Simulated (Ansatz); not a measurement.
Given:

End structure of a constructed model of the (0001) surface of hcp Zr, a pseudomorphic layer of Zn in the host's stacking (bottom of the slab: a bare face, its two planes held):

```xyz
7
Lattice="3.2325 0.0000 0.0000 -1.6162 2.7994 0.0000 0.0000 0.0000 31.5000" Properties=species:S:1:pos:R:3 pbc="T T T"
Zr     1.6162     0.9331     8.0561
Zr     0.0000     1.8663    10.6411
Zr     1.6162     0.9331    13.2500
Zr     0.0000     1.8663    15.8485
Zr     1.6162     0.9331    18.4310
Zr     0.0000     1.8663    20.9888
Zn     1.6162     0.9331    23.2075
```

Model: 7-atom slab, 15.4 Å thick at the start, 13x13x1 mesh, Fermi-Dirac 0.1 eV, dipole correction, single point; on the structure that PBE left under its start's symmetry; no spin, no spin-orbit, no U. It is one candidate, not shown to be the stable structure of the face.

What work function of the top face does r2SCAN, at the PBE geometry (Ansatz, an electronic-structure program) give?

3.75 eV
